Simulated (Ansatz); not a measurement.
Results of PBE in Ansatz (plane waves, PAW) for fluorite HfO2 (high-temperature phase).

Settings: plane-wave cutoff 500 eV, 14×14×14 k mesh, Fermi–Dirac smearing 0.05 eV, scalar-relativistic PAW data made under PBE.

Cell (relaxed at this level):

```xyz
3
Lattice="0.0000 2.5486 2.5486 2.5486 0.0000 2.5486 2.5486 2.5486 0.0000" Properties=species:S:1:pos:R:3 pbc="T T T"
Hf     0.0000     0.0000     0.0000
O      3.8229     3.8229     3.8229
O      1.2743     1.2743     1.2743
```

Task: Predict the band gap.

Result: 
* **band gap**: 3.75 eV (on the SCF k mesh)

Note: symmetry holds this phase in the static calculation, where it need not be a minimum; held by symmetry at 0 K, a high-temperature phase can be a saddle point.

Spin–orbit coupling is not included.

The computed numbers hold no vibrational or temperature effects.

Ansatz is an electronic-structure program.
